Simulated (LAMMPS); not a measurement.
An MD run on Al (fcc) with 10 % of Al sites Cu, 2048 atoms, at 300 K and 0 GPa, heated as the crystal.

All values are model results, not measurements: classical MD, pair style adp, file AlCu.adp, run in LAMMPS.

| frequency (THz) | spectral density (1/THz), total | spectral density (1/THz), Al | spectral density (1/THz), Cu |
|---|---|---|---|
| 0.2540 | 0.0001 | 0.0000 | 0.0000 |
| 0.5930 | 0.0002 | 0.0001 | 0.0001 |
| 0.9320 | 0.0006 | 0.0005 | 0.0002 |
| 1.271 | 0.0043 | 0.0033 | 0.0010 |
| 1.609 | 0.0079 | 0.0061 | 0.0017 |
| 1.949 | 0.0107 | 0.0084 | 0.0023 |
| 2.287 | 0.0117 | 0.0090 | 0.0026 |
| 2.627 | 0.0206 | 0.0159 | 0.0047 |
| 2.965 | 0.0285 | 0.0226 | 0.0060 |
| 3.304 | 0.0299 | 0.0239 | 0.0060 |
| 3.643 | 0.0466 | 0.0378 | 0.0088 |
| 3.982 | 0.0673 | 0.0559 | 0.0114 |
| 4.321 | 0.0800 | 0.0683 | 0.0117 |
| 4.659 | 0.1002 | 0.0881 | 0.0121 |
| 4.998 | 0.1235 | 0.1101 | 0.0135 |
| 5.338 | 0.1394 | 0.1250 | 0.0143 |
| 5.676 | 0.1472 | 0.1329 | 0.0143 |
| 6.015 | 0.1471 | 0.1322 | 0.0149 |
| 6.354 | 0.1482 | 0.1323 | 0.0159 |
| 6.693 | 0.1418 | 0.1258 | 0.0160 |
| 7.032 | 0.1381 | 0.1226 | 0.0155 |
| 7.371 | 0.1404 | 0.1244 | 0.0160 |
| 7.710 | 0.1316 | 0.1171 | 0.0144 |
| 8.049 | 0.1252 | 0.1126 | 0.0126 |
| 8.387 | 0.1132 | 0.1031 | 0.0101 |
| 8.726 | 0.1055 | 0.0979 | 0.0076 |
| 9.066 | 0.1039 | 0.0982 | 0.0057 |
| 9.404 | 0.1036 | 0.0986 | 0.0050 |
| 9.743 | 0.1038 | 0.0989 | 0.0049 |
| 10.08 | 0.1017 | 0.0964 | 0.0052 |
| 10.42 | 0.0957 | 0.0897 | 0.0059 |
| 10.76 | 0.0895 | 0.0828 | 0.0067 |
| 11.10 | 0.0760 | 0.0689 | 0.0071 |
| 11.44 | 0.0600 | 0.0528 | 0.0072 |
| 11.78 | 0.0468 | 0.0398 | 0.0070 |
| 12.12 | 0.0363 | 0.0299 | 0.0064 |
| 12.45 | 0.0291 | 0.0236 | 0.0056 |
| 12.79 | 0.0226 | 0.0181 | 0.0045 |
| 13.13 | 0.0188 | 0.0148 | 0.0040 |
| 13.47 | 0.0148 | 0.0116 | 0.0032 |
| 13.81 | 0.0096 | 0.0076 | 0.0020 |
| 14.15 | 0.0057 | 0.0045 | 0.0012 |
| 14.49 | 0.0038 | 0.0030 | 0.0008 |
| 14.83 | 0.0028 | 0.0023 | 0.0005 |
| 15.17 | 0.0023 | 0.0019 | 0.0004 |
| 15.50 | 0.0019 | 0.0015 | 0.0003 |
| 15.84 | 0.0016 | 0.0013 | 0.0003 |
| 16.18 | 0.0014 | 0.0012 | 0.0003 |
| 16.52 | 0.0012 | 0.0010 | 0.0002 |

Main features:
- state found: crystal; no diffusion seen in 30 ps
- mean frequency of the velocity spectrum: 7.6 THz

Caution: the random arrangement on this lattice is imposed, and need not be a phase that exists in equilibrium.
